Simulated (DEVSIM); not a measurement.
System: Si n-i-p diode, at 300 K.

Layer 1 from the left is Si, thickness (μm) 0.510, Nd (cm⁻³) 3.5e17, τn (s) 4.4e-6, τp (s) 4.4e-6. Layer 2 from the left is Si, thickness (μm) 0.540, Na (cm⁻³) 2.4e12, τn (s) 4.4e-6, τp (s) 4.4e-6. Layer 3 from the left is Si, thickness (μm) 2.10, Na (cm⁻³) 4e16, τn (s) 4.4e-6, τp (s) 4.4e-6.

Left contact: ohmic. Right contact: ohmic. Voltage is applied to the left contact. Recombination: SRH at mid-gap, radiative, Auger. Mobility is μmin + (μ − μmin)/(1 + (N/Nref)^α).

The device is made up for the run: typed textbook-type constants, with dimensions and the other settings drawn at random. Values at 300 K.

Si: gap (eV) 1.124, affinity (eV) 4.05, permittivity 11.7, Nc (cm⁻³) 2.86e19, Nv (cm⁻³) 3.1e19, μn (cm²/Vs) 1417, μp (cm²/Vs) 470, μn,min 52, μp,min 45, Nref,n 9.7e16, Nref,p 2.2e17, αn 0.68, αp 0.72, B (cm³/s) 4.7e-15, Cn (cm⁶/s) 2.8e-31, Cp (cm⁶/s) 9.9e-32.

DEVSIM, 1D drift-diffusion, Boltzmann statistics, complete ionisation; no tunnelling, impact ionisation, image-force lowering or self-heating.

### Question
What does the simulation give for the potential step across the device at zero bias, the dark forward voltage at 100 A/cm², the dark forward voltage at 1 A/cm²?

### Answer
potential step across the device at zero bias 0.838 V; dark forward voltage at 100 A/cm² 0.732 V; dark forward voltage at 1 A/cm² 0.609 V.
